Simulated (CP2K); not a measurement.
A self-consistent single point of Ba3Te (I4/mmm, 4 atoms in the cell) with CP2K.

Level of theory: LDA (Pade form), GPW, TZVP-MOLOPT-SR-GTH basis, GTH-PADE potentials (GTH_POTENTIALS) (CP2K).

```
CELL_PARAMETERS angstrom
      7.57526     0.00000     0.00000
      3.90942     6.48853     0.00000
     -5.74233    -3.24426     3.72624
ATOMIC_POSITIONS crystal
  Ba 0.75000 0.25000 0.50000
  Ba 0.25000 0.75000 0.50000
  Ba 0.50000 0.50000 0.00000
  Te 0.00000 0.00000 0.00000
```

Reference input (self-consistent single point, DFT PBEsol, GPW, TZVP-MOLOPT-SR-GTH basis, GTH-PBE potentials (GTH_POTENTIALS)): CUTOFF = 500 Ry; REL_CUTOFF = 50 Ry; SMEAR/METHOD = GAUSSIAN; SIGMA = 0.272 eV; KPOINTS/SCHEME = MACDONALD 6 6 6 0.08333333333 0.08333333333 0.08333333333; XC_FUNCTIONAL = PBE:PBESOL; Ba/BASIS_SET = TZVP-MOLOPT-SR-GTH-q10; Ba/POTENTIAL = GTH-PBE-q10; Te/BASIS_SET = TZVP-MOLOPT-SR-GTH-q6; Te/POTENTIAL = GTH-PBE-q6; METHOD = GPW; EPS_DEFAULT = 1e-10. This run's input differs from it in these lines:

```diff
@@ -43,6 +43,3 @@
     &XC
-      &XC_FUNCTIONAL
-        &PBE
-          PARAMETRIZATION PBESOL
-        &END PBE
+      &XC_FUNCTIONAL PADE
       &END XC_FUNCTIONAL
@@ -79,3 +76,3 @@
       BASIS_SET TZVP-MOLOPT-SR-GTH-q10
-      POTENTIAL GTH-PBE-q10
+      POTENTIAL GTH-PADE-q10
     &END KIND
@@ -83,3 +80,3 @@
       BASIS_SET TZVP-MOLOPT-SR-GTH-q6
-      POTENTIAL GTH-PBE-q6
+      POTENTIAL GTH-PADE-q6
     &END KIND
```

Output (repeated stretches shortened):

```
 SCF WAVEFUNCTION OPTIMIZATION

  Step     Update method      Time    Convergence         Total energy    Change
     1 NoMix/Diag. 0.20E+00      -    15.38557566       -85.7085625893 -8.57E+01
     2 Broy./Diag. 0.20E+00      -     0.62761973       -85.5443635665  1.64E-01
     3 Broy./Diag. 0.20E+00      -     4.64719542       -84.9859409185  5.58E-01
     4 Broy./Diag. 0.20E+00      -     0.41123560       -84.9754456032  1.05E-02
     5 Broy./Diag. 0.20E+00      -     0.61880440       -84.9845464078 -9.10E-03
     6 Broy./Diag. 0.20E+00      -     0.06847856       -85.0025548815 -1.80E-02
   [... 8 lines left out ...]
    15 Broy./Diag. 0.20E+00      -     0.00005470       -85.0112513549  3.03E-08
    16 Broy./Diag. 0.20E+00      -     0.00000212       -85.0112491747  2.18E-06
    17 Broy./Diag. 0.20E+00      -     0.00000386       -85.0112478956  1.28E-06
    18 Broy./Diag. 0.20E+00      -     0.00000025       -85.0112476432  2.52E-07
  *** SCF run converged in    18 steps ***

  Overlap energy of the core charge distribution:               0.00000000000000
  Self energy of the core charge distribution:               -174.38091572649978
  Core Hamiltonian energy:                                     33.69600488408457
  Hartree energy:                                              68.48716792734820
  Exchange-correlation energy:                                -12.80775920661459
  Smearing free energy correction:                             -0.00574552152596
  Fermi energy:                                                 0.23083160902996

  Total energy:                                               -85.01124764319739
  Total energy (extrapolated to sigma->0):                    -85.00837488243441

                     Mulliken Population Analysis

   [... lines left out ...]

 STRESS| Analytical stress tensor [bar]
 STRESS|                        x                   y                   z
 STRESS|      x       -1.78340646501E+04  -3.04885149609E+03  -1.03565765702E-01
 STRESS|      y       -3.04885149609E+03  -1.41599952641E+04  -5.85098404521E-02
 STRESS|      z       -1.03565765702E-01  -5.85098404521E-02  -1.24374082891E+04
 STRESS| 1/3 Trace                                            -1.48104894011E+04
```

The run converged in 18 iterations. Against the reference run the pressure goes from -0.58 to -1.48 GPa.

The starting cell comes from a database of computed structures (which also holds hypothetical and non-ambient phases and stackings), without a prior relaxation at this level. Its lattice was rescaled by a random factor within 2.5 % of one. Values carry the incompleteness of an atom-centred basis. The run gives no clean gap (levels at the Fermi energy touch, overlap or are partly filled at this smearing), which alone does not show that the compound is a metal.

Cost on one core of a shared machine: roughly 2 min.
